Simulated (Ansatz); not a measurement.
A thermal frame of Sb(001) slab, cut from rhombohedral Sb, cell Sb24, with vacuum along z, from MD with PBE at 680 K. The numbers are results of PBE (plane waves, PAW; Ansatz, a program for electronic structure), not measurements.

| Item | Result |
|---|---|
| plane-wave cutoff | 420 eV |
| k-points | 2x2x1 mesh shifted by half a step in the plane |
| Fermi-Dirac width | 0.086 eV |
| spin | not polarised; no spin-orbit coupling |

A check of the k-sampling: on the last frame of the same run a denser mesh moved the PBE forces by 0.063 eV/Å rms and the free energy by -9 meV/atom.

```xyz
24
Lattice="8.8096 0.0000 0.0000 -4.4048 7.6293 0.0000 0.0000 0.0000 21.2724" Properties=species:S:1:pos:R:3:forces:R:3 pbc="T T T"
Sb   -0.1850    2.1483   16.4119   0.507  -0.301  -0.143
Sb   -0.3519   -0.2624   14.6065   0.285  -0.116   0.024
Sb   -0.7786    0.4520    7.1624  -0.564  -0.179   0.304
Sb    1.6196    1.5214    5.9588   0.038  -0.395  -1.022
Sb    2.2442    1.1146   11.8408  -0.779   0.080  -0.455
Sb    0.1486    2.6336   10.1896  -0.540  -0.236   1.077
Sb   -2.5511    6.0520   16.2046  -0.036  -0.061   0.100
Sb   -2.3926    3.3036   15.0222  -0.454   0.088  -0.438
Sb   -3.0322    4.2335    7.0739   0.926  -0.784   0.393
Sb   -0.6288    5.4441    5.6175  -0.085  -0.291   0.326
Sb   -0.2007    5.0527   11.9801  -0.281   0.075  -1.110
Sb   -2.5724    6.2119   10.1921   0.293  -0.030   0.730
Sb    4.2449    1.6704   16.4494   0.086   1.192   0.362
Sb    4.2293   -0.5604   14.7978  -0.251  -0.486  -0.918
Sb    3.7932    0.1481    7.3806  -0.143  -0.128   0.454
Sb    5.5418    1.4629    5.5753   0.816   0.559   0.167
Sb    6.3691    1.4961   11.8930   0.254   0.382  -0.753
Sb    4.0426    2.7248   10.2526   0.486  -0.349  -0.021
Sb    2.0842    5.7238   16.0361   0.197   0.167   0.624
Sb    2.1745    3.1043   14.7556  -0.270  -0.208   0.019
Sb    1.6621    4.0629    7.1538  -0.341   0.866   0.610
Sb    3.7818    5.5361    5.6728  -0.664   0.334  -0.626
Sb    3.7913    5.2281   11.6733   0.339   0.386  -0.070
Sb    1.6106    6.7505   10.2440   0.181  -0.565   0.364
```

The free energy on this k-sampling (the code's own zero, frozen cores included) comes out as -155623.9 eV and the rms force component is 0.489 eV/Å. The largest force comes out as 1.28 eV/Å on atom 9.
